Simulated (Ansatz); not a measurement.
**How the elastic constant C44 of fluorite HfO₂ (high-temperature phase) moves with the method**

No measured value is used here.

```
level (code)         value (GPa)  cell (Å³/atom)
-------------------  -----------  --------------
LDA (Ansatz)                75.4           10.42
PBE (Ansatz)                64.9           11.04
PBEsol (Ansatz)             70.1           10.69
PBEsol+SOC (Ansatz)         69.7           10.68
PBE-D3(BJ) (Ansatz)         67.7           10.88
r²SCAN (Ansatz)             74.1           10.78
HSE06 (Ansatz)              78.4           10.77
PBE0 (Ansatz)               78.5           10.77
```

Density-functional levels without +SOC have no spin–orbit coupling. LDA, PBE, PBEsol, PBEsol+SOC, PBE-D3(BJ), r²SCAN, HSE06, PBE0: symmetry holds this phase in the static calculation, where it need not be a minimum. PBE-D3(BJ): the dispersion coefficients are held fixed in the derivatives. Each level is taken at its own relaxed cell. Cutoffs differ between the levels. Ansatz's density-functional and Hartree–Fock values are scalar-relativistic unless marked +SOC, with PAW data made under PBE.

Ansatz is a program for electronic structure.
